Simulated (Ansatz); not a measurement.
Results of rVV10 (PAW; Ansatz, a quantum-chemistry and plane-wave program) for L1₂ (Cu3Au-type) Ni₃Al.

Run with plane-wave cutoff 520 eV, 16×16×16 k mesh, Fermi–Dirac smearing 0.05 eV, spin-polarised with parallel moments, scalar-relativistic PAW data made under PBE.

Computed at the level's own relaxed cell.

**Question.** What does this level give for the volume per atom, bulk modulus, lattice constant a and pressure derivative B′ of the bulk modulus?

**Answer.** 
- volume per atom: 11.48 Å³/atom
- bulk modulus: 180 GPa
- lattice constant a: 3.581 Å
- pressure derivative B′ of the bulk modulus: 4.6

The run finds no gap.

Measured, for comparison: equilibrium volume per atom 11.39 Å³/atom, lattice constant a 3.572 Å (temperature not stated, no zero-point or thermal correction; as tabulated in Tensorial elastic properties and stability of interface states associated with …); bulk modulus 174 GPa (temperature not stated, no zero-point or thermal correction; as tabulated in Zarkevich et al. (2023), arXiv:2304.06869). Computed (rounded) less measured: equilibrium volume per atom +0.8 %, bulk modulus +3 %, lattice constant a +0.3 %. A static lattice is as a rule a little smaller and stiffer than an uncorrected measurement, which narrows the difference in the bulk modulus and would widen misses of the other sign.

Static lattice: no zero-point or thermal effects.
